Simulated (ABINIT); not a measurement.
ABINIT 10.0.3, DFT, PBE, plane waves, JTH v2.0 PBE PAW: InAs (from the phase in space group 216, mp-20305), 2 atoms. Basis and mesh were picked for this test and aren't claimed converged.

```yaml
cell: 4.32, 4.32, 4.32 Å; 60, 60, 60°
task: scf
ecut: 15 Ha
pawecutdg: 30 Ha
nband: 16
k mesh (ngkpt): 6×6×6
shiftk: 0×0×0
nstep: 100
tolvrs: 1e-09
occopt: 7
tsmear: 0.002 Ha
prtwf: 0
prtden: 0
paral_kgb: 1
ranks over k-points and spins (np_spkpt): 2
ranks over bands (npband): 1
ranks over FFT planes (npfft): 1
bands a rank in one block (bandpp): 16
wfoptalg: 114
nline: 4 (default)
kptopt: 1 (default)
k-points after symmetry: 16
bands: 16
symmetry_operations: 24
```

Settings of this run: diemac = 12, iscf = 17, npulayit = 7, dielng = 1.07748, diemix = 0.2, iprcel = 0; 2 ranks.

```tsv
iteration	deltaE (Ha)	residm	nres2
1	-1.719E+02	3.044E-04	2.051E+00
2	4.611E-03	1.747E-06	1.254E+00
3	5.142E-03	2.436E-07	2.187E-01
4	9.403E-05	2.843E-07	1.127E-02
5	-9.827E-05	4.167E-07	7.586E-03
6	-1.410E-05	1.641E-07	9.822E-04
7	-1.610E-05	6.767E-08	1.894E-04
8	-4.887E-06	1.405E-07	1.223E-04
9	-4.178E-06	8.509E-09	4.383E-05
10	-1.705E-06	5.166E-08	2.812E-05
11	-1.116E-06	1.551E-09	1.753E-05
12	-6.933E-07	3.218E-09	1.120E-05
13	-4.404E-07	5.683E-10	7.156E-06
14	-2.826E-07	1.903E-09	4.587E-06
15	-1.830E-07	5.191E-11	2.934E-06
16	-1.168E-07	3.730E-10	1.881E-06
17	-7.514E-08	1.207E-11	1.205E-06
18	-4.809E-08	6.435E-11	7.732E-07
19	-3.097E-08	3.150E-12	4.959E-07
20	-1.992E-08	9.751E-12	3.185E-07
21	-1.317E-08	1.947E-12	2.026E-07
22	-8.213E-09	5.866E-12	1.297E-07
23	-5.239E-09	1.232E-12	8.310E-08
24	-3.372E-09	4.807E-12	5.289E-08
25	-2.162E-09	6.320E-13	3.386E-08
26	-1.390E-09	3.066E-12	2.165E-08
27	-8.993E-10	3.772E-13	1.387E-08
28	-5.790E-10	4.118E-13	8.889E-09
29	-3.794E-10	2.237E-13	5.701E-09
30	-2.458E-10	2.914E-13	3.655E-09
31	-1.572E-10	1.263E-13	2.346E-09
32	-1.026E-10	1.977E-14	1.511E-09
33	-6.855E-11	5.967E-14	9.665E-10
```

It converged after 33 SCF iterations.

Which change of one setting makes this cycle converge in far fewer steps?

This is not unique; one that fits is diemix = 0.7 (default) (10 SCF iterations), all else kept. The other changes of this size gave: diemix = 0.4 (15). The first change moves the result by: energy under 0.001 meV/atom, pressure under 0.001 GPa. Counts are of single runs.
